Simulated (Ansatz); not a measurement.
Ansatz (a quantum-chemistry and plane-wave program) run on Sc₂Al (P6_3/mmc, 6 atoms in the cell): relaxation of cell and atoms.

Method of the run: PBEsol, default PAW files made with PBE (plane waves; Ansatz).

The change in words: atoms on their sites; basis.ecutwfc: 420 eV → 295 eV; relax: default → cell and atoms. Reference geometry:
```xyz
6
Lattice="4.8779 0.0000 0.0000 -2.4390 4.2244 0.0000 0.0000 0.0000 6.1429" Properties=species:S:1:pos:R:3 pbc="T T T"
Sc     0.0000     0.0000     0.0500
Sc     0.0000     0.0000     3.0715
Sc     0.0000     2.8163     4.6072
Sc     2.4390     1.4081     1.5357
Al     0.0000     2.8163     1.5357
Al     2.4390     1.4081     4.6072
```

Reference input (self-consistent single point, DFT, PBEsol, plane waves, default PAW files made with PBE): basis.ecutwfc = 420 eV; kpoints.mp_grid.grid = 6 6 4; hamiltonian.xc = pbesol; hamiltonian.pseudopotentials = {kind: paw} (the program's default PAW files); scf.occupations.method = fermi_dirac; scf.occupations.width = 0.1 eV. This run's input differs from it in these lines:

Ansatz 0.2 input:
```diff
@@ -6,3 +6,3 @@
   atoms:
-    - { symbol: Sc, position: [0.00000000, 0.00000000, 0.00813900] }
+    - { symbol: Sc, position: [0.00000000, 0.00000000, 0.00000000] }
     - { symbol: Sc, position: [0.00000000, 0.00000000, 0.50000000] }
@@ -13,3 +13,3 @@
 basis:
-  ecutwfc: 420.0 eV
+  ecutwfc: 295.0 eV
 kpoints:
@@ -21,2 +21,4 @@
   occupations: { method: fermi_dirac, width: 0.1 eV }
+relax:
+  cell: {}
 output:
```

Log, with long lists cut:

```
   [... SCF lines of the steps left out ...]
relax step   1: F+E_penalty+E_count = -9496.58428841 eV  Δ(F+E_penalty+E_count) = +0.000e0 eV  max|allowed force component| = 9.830e-18 eV/Å  Δτ_max = 0.0000 Å  P = -1.298 GPa  Ω = 126.584 Å³  (6 SCF iters, dr2 threshold 1.00e-7 eV, accepted)
relax step   2: F+E_penalty+E_count = -9496.64523350 eV  Δ(F+E_penalty+E_count) = -6.095e-2 eV  max|allowed force component| = 7.903e-18 eV/Å  Δτ_max = 0.0000 Å  P = +1.502 GPa  Ω = 122.677 Å³  energy of the carried Pulay correction = +6.328e-2 eV  [...]
   [... lines left out ...]
relax step   7: F+E_penalty+E_count = -9496.59839289 eV  Δ(F+E_penalty+E_count) = -1.552e-3 eV  max|allowed force component| = 1.381e-17 eV/Å  Δτ_max = 0.0000 Å  P = -0.004 GPa  Ω = 124.253 Å³  energy of the carried Pulay correction = +1.531e-3 eV  [...]
relax step   8: F+E_penalty+E_count = -9496.59576473 eV  Δ(F+E_penalty+E_count) = +2.628e-3 eV  max|allowed force component| = 1.388e-17 eV/Å  Δτ_max = 0.0000 Å  P = -0.008 GPa  Ω = 124.253 Å³  stress off target by 9.87e-3 GPa  SCF on the basis [...]
basis re-selected at this cell: Δ(F+E_penalty+E_count) = +2.628e-3 eV, ΔP = -0.004 GPa vs the last step
the relaxation is at rest under the 24 symmetry operations that the run kept from its start: a minimum is not shown …
Free energy (F): -9496.595765 eV
Internal energy: -9496.371389 eV  (E = F + TS)
E sigma→0 (E₀):  -9496.483577 eV
Entropy (-TS):   -0.224375 eV (-37.396 meV/atom)
Fermi energy:    9.314327 eV
--- Forces (eV/Å), atoms counted from 1 ---
  atom   1  Sc    -0.00000000    -0.00000000    -0.00000000
   [... zero for the other atoms too ...]
   [... lines left out ...]
  cell:  # Å, volume = 124.2526 Å³
   [... lines left out ...]
    - { symbol: Sc, position: [2.29039619621745e-35, 3.6606930601600464e-36, 0.5] }
    - { symbol: Sc, position: [0.3333333333333333, 0.6666666666666666, 0.75] }
    - { symbol: Sc, position: [0.6666666666666666, 0.3333333333333333, 0.25] }
    - { symbol: Al, position: [0.3333333333333333, 0.6666666666666666, 0.25] }
    - { symbol: Al, position: [0.6666666666666666, 0.3333333333333333, 0.75] }
```

The run converged. 

Summary of the result:
Free energy E − TS (on the zero of these files): -9496.5958 eV
Fermi level (on the code's own zero): 9.31 eV
Pressure: -0.01 GPa
Final cell: a = b = 4.853 Å, c = 6.092 Å, α = β = 90.00°, γ = 120.00°
Final volume per atom: 20.71 Å³
Relaxation steps: 8

The starting cell comes from a database of computed structures (which also holds hypothetical and non-ambient phases and stackings), without a prior relaxation at this level. Its lattice was rescaled by up to half a per cent. The relaxation keeps the symmetry of its start, so its end need not be a minimum. Ansatz's pressure includes its estimate of the finite-basis (Pulay) stress. Without the estimate this run gives -2.59 GPa. The cutoff lies below the one recommended for these files.
